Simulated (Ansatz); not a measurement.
# GaSb (model structure, within 0.1 Å of P6₂22, No. 180, 6 atoms in the cell)

Method: LDA in Ansatz (plane waves, PAW).

Settings: plane-wave cutoff 520 eV, 18×18×6 k mesh (along the axes of the cell as run), Fermi–Dirac smearing 0.05 eV, scalar-relativistic PAW data made under PBE.

Cell (relaxed at this level):

```
GaSb
1.0
    4.30415     0.00000     0.00000
   -2.15208     3.72751     0.00000
    0.00000     0.00000     9.32108
Ga Sb
3 3
Direct
  0.50034   0.00000   0.66667
  0.00000   0.50034   0.33333
  0.49966   0.49966   0.00000
  0.50026   0.00000   0.16667
  0.00000   0.50026   0.83333
  0.49974   0.49974   0.50000
```

For GaSb (model structure, within 0.1 Å of P6₂22, No. 180, 6 atoms in the cell), the band gap comes out as zero (no gap) and the bulk modulus is 59.9 GPa.

Note: the bulk modulus is −V dP/dV from two relaxed cells at ±2 % in volume.

Spin–orbit coupling is not included; it can open a gap where bands touch, and shift volumes and moduli.

Computed values are for the static lattice.

The result took very roughly 17 core-minutes.

A model structure was made by putting elements into a prototype or built by hand; it is no filed structure, need not be a known phase, and can be a saddle point held by its symmetry.

Ansatz is a program for electronic structure.
